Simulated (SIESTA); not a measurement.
Sensitivity of a calculation on Ca₂Si₃Ni (P-6m2, 6 atoms in the cell) to its settings

```yaml
crystal:
  lattice:
    - [3.96090, 0.00000, 0.00000]
    - [-1.98045, 3.43024, 0.00000]
    - [0.00000, 0.00000, 8.71032]
  atoms:
    - { symbol: Ca, position: [0.33333, 0.66667, 0.23531] }
    - { symbol: Ca, position: [0.33333, 0.66667, 0.76469] }
    - { symbol: Si, position: [0.66667, 0.33333, 0.50000] }
    - { symbol: Si, position: [0.00000, 0.00000, 0.00000] }
    - { symbol: Si, position: [0.00000, 0.00000, 0.50000] }
    - { symbol: Ni, position: [0.66667, 0.33333, 0.00000] }
```

Base run A: LDA PW92, numerical atomic orbitals DZP, PseudoDojo LDA standard norm-conserving potentials (rewritten from UPF to PSML) (SIESTA), self-consistent single point.

Its settings: XC.functional = LDA; XC.authors = PW92; potentials = PseudoDojo LDA standard; PAO.BasisSize = DZP; PAO.EnergyShift = 0.01 Ry; MeshCutoff = 300 Ry; kgrid.MonkhorstPack = 7 7 3; OccupationFunction = MP; OccupationMPOrder = 0; ElectronicTemperature = 0.05 eV; MaxSCFIterations = 150; SCF.Mixer.Method = Pulay; SCF.Mixer.Weight = 0.1; SCF.Mixer.History = 8; SCF.DM.Tolerance = 1.0E-05.

The starting cell comes from a database of computed structures (which also holds hypothetical and non-ambient phases and stackings), without a prior relaxation at this level. Its lattice was rescaled by a random factor within 2.5 % of one. Spin polarisation is off. Values carry the incompleteness of an atom-centred basis. In the base run, with a pressure of about 3 GPa the cell is away from its equilibrium volume at this level.

Runs:
- B: XC.functional: LDA → GGA; XC.authors: PW92 → PBEsol; pseudopotentials: PseudoDojo LDA standard → PseudoDojo PBEsol standard [GGA PBEsol]
- C: XC.functional: LDA → GGA; XC.authors: PW92 → BLYP; pseudopotentials: PseudoDojo LDA standard → PseudoDojo PBE standard [GGA BLYP]

```csv
run,pressure (GPa),largest force (eV/Å)
A,3.38,0.004
B,5.84,0.071
C,11.86,0.068
```

Run B against A: The pressure goes from 3.38 to 5.84 GPa and the largest force goes from 0.004 to 0.071 eV/Å.

Run C against A: The pressure goes from 3.38 to 11.86 GPa and the largest force goes from 0.004 to 0.068 eV/Å.

Left out of this page: 5 runs of the series held back from this collection.
